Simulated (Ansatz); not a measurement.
**Hypothetical fluorite ZnBr2, response to strain**

The reference is ZnBr2 in the fluorite structure (space group Fm-3m, No. 225; a = 6.6915 Å; a hypothetical phase, not in the database extracts checked).

Strains are applied to the cell and any free atomic positions relax.

Calculations: DFT with r2SCAN, PAW potentials and a 500 eV plane-wave cutoff in Ansatz (a first-principles code), no spin-orbit coupling.

```
isotropic strain (%)  pressure (GPa)
--------------------  --------------
-1.16                            1.8
0                                0.0
0.41                            -0.6
3.13                               ?
5.01                            -4.9
```

Q: Fit P = P₀ − Bδ + Cδ² with δ = (1 + ε)³ − 1 to the rows shown and predict the withheld row.

A: Least squares on the printed values gives P₀ = 0.0 GPa, B = 48.8 GPa, C = 113 GPa (largest residual 0.0 GPa); this predicts -3.7 GPa, and the run gives -3.6 GPa, in agreement.

The mesh was chosen for an insulator and is coarse for the gapless case. Stability against distortions was not tested. All final runs are without spin polarisation.
